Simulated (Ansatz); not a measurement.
The parent structure is Ga₂O₃ (space group R-3m, No. 166; a = 2.988 Å, c = 22.852 Å (hexagonal axes); a hypothetical phase, not in the database extracts checked).

Levels (all Ansatz, an electronic-structure program, PAW): PBEsol (420 eV, without spin-orbit coupling); r2SCAN (500 eV, no spin-orbit coupling).

The geometry is relaxed with PBEsol.

- PBEsol pressure = 0.00 GPa
- PBEsol lowest conduction level above the VBM at special points = Γ 2.85 eV; T 3.38 eV; L 4.69 eV; F 4.73 eV
- PBEsol width of the top valence band = 0.57 eV

Problem. How does going to r2SCAN change the pressure, lowest conduction level above the VBM at special points and width of the top valence band?

Solution. The pressure goes from zero to -1.47 GPa; the lowest conduction level above the VBM at special points goes from Γ 2.85 eV; T 3.38 eV; L 4.69 eV; F 4.73 eV to Γ 3.51 eV; T 4.04 eV; L 5.48 eV; F 5.52 eV; the width of the top valence band is nearly the same (0.57 eV against 0.59 eV).

Single points use the geometry relaxed with PBEsol. Their cutoffs differ, which shifts pressures a little. The levels and masses belong to the bands next to the band gap. No phonon test of stability was made.
